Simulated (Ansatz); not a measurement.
# CaS: energy against volume

CaS (rock salt, Fm-3m, 23.296 Å³/atom and stress up to 0.01 GPa in the relaxed cell, cube axes along x, y and z) under an equal strain ε along all three axes. PBE in Ansatz, a plane-wave DFT program (PAW, default set), 420 eV, 10×10×10 Γ-centred mesh, Fermi-Dirac smearing 0.05 eV; ions are relaxed, or left where forces stay under 0.02 eV/Å, within the symmetry of each cell.

Here V stands for volume and E for E less E0.

```csv
volume (Å³/atom),E less E0 (meV/atom),pressure (GPa)
21.2616,?,?
21.9260,15.81,3.90
22.2633,8.74,2.83
22.6041,3.81,1.82
22.9483,0.93,0.88
23.2960,0.00,-0.01
23.6472,0.94,-0.83
24.0019,3.65,-1.61
24.3601,8.06,-2.33
24.7219,14.08,-3.00
```

### Question
Fit E against V with the third-order Birch-Murnaghan form, a cubic in V^(-2/3), and predict the withheld value at V = 21.2616.

### Answer
With u = V^(-2/3) - 0.1227, the rows have u = 0.0049518, 0.0036592, 0.0023859, 0.0011320, -0.0001032, -0.0013201, -0.0025189, -0.0036999, -0.0048638. Least squares gives E = 0.008 + 112.6·u + 619896·u² + 378740·u³. Residuals (row less fit): -0.002, 0.001, -0.001, 0.000, -0.003, 0.001, -0.001, 0.002, -0.001; standard error 0.002 (degrees of freedom: 5). Its minimum lies at u = -0.0000908, so V0 = (0.1226092)^(-3/2) = 23.29. There d²E/du² = 1240000 and d³E/du³ = 2272000, so B0 = (4/9) × 23.29^(-7/3) × 1240000 × 0.160218 = 57.0 GPa (the last factor turns the table's units into GPa), and B0' = 4 + (2/3) × 0.1226092 × (2272000)/1240000 = 4.1. B0' rests on the cubic coefficient alone and has a standard error of 0.1 from these residuals. At the withheld row, u = 0.0075975, so E = 0.008 + 112.6 × 0.0075975 + 619896 × 0.0075975² + 378740 × 0.0075975³ = 36.811 meV/atom. The calculation gives 36.78 meV/atom, 0.031 meV/atom below the prediction (0.1 % of the range of E in the table). The row lies outside the fitted rows, so this is an extrapolation. The scatter of the fitted rows lies at the last printed digit.

Other structures, which can take over under pressure, weren't tried. The same form fitted to the pressure column gives B0' = 4.1; series where the two differ by over 0.4 aren't shown. Rows are the converged runs of the series near zero and its far end, less any whose ions stayed unrelaxed beside relaxed ones; series whose fitted rows scatter by over a few per cent of the range, as at a crossing or softening among them, aren't shown in this form.
